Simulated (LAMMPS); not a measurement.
An MD run on C (diamond structure), 512 atoms, at 2400 K and 5 GPa, heated as the crystal.

Method: classical MD, pair style lcbop, file C.lcbop, run in LAMMPS.

```csv
angle (°),"probability per degree, C-C-C"
88.50,0.0000
91.50,0.0004
94.50,0.0024
97.50,0.0095
100.5,0.0239
103.5,0.0423
106.5,0.0600
109.5,0.0678
112.5,0.0588
115.5,0.0375
118.5,0.0190
121.5,0.0080
124.5,0.0027
127.5,0.0008
130.5,0.0001
133.5,0.0000
```

Read from the full data:
- state found: crystal; no diffusion seen in 21 ps
- most common C-C-C angle: at the 3° bin centred on 109.5°, after smoothing over three bins (mean of all 109°)

Caution: in nature this polymorph isn't the stable one over the whole range of temperature at this pressure, and short runs keep a crystal in its starting form. Caution: a run this short can hold a crystal over, or a liquid under, the potential's own melting point, which these runs don't give.
